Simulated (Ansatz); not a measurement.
**Element substitutions in MoSi2**

The reference is MoSi2 (space group I4/mmm, No. 139).

```xyz
3
Lattice="-1.5951 1.5951 3.9103 1.5951 -1.5951 3.9103 1.5951 1.5951 -3.9103" Properties=species:S:1:pos:R:3 pbc="T T T"
Mo     0.0000     0.0000     0.0000
Si     0.0000     0.0000     2.6206
Si     0.0000     0.0000     5.2000
```

Each row replaces one element on all its sites; cell and atoms are relaxed.

The values are results of PBEsol, PAW, 420 eV (Ansatz, a quantum-chemistry and plane-wave program; spin-orbit coupling left out), not measurements.

```
variant  shortest interatomic distance  c/a ratio
-------  -----------------------------  ---------
base                           2.579 Å      2.451
Mo → W                         2.587 Å      2.440
Mo → Cu                            ___        ___
Si → Ge                        2.655 Å      2.483
```

Complete the table.


- Mo → Cu, shortest interatomic distance: 2.413 Å
- Mo → Cu, c/a ratio: 2.203

Whether these cells are dynamically stable was not tested. As relaxed here, CuSi2 is a hypothetical phase, not in the database extracts checked. For MoGe2 in this form, whether it has been made was not checked. All final runs are without spin polarisation. An odd electron count without spin: CuSi2.
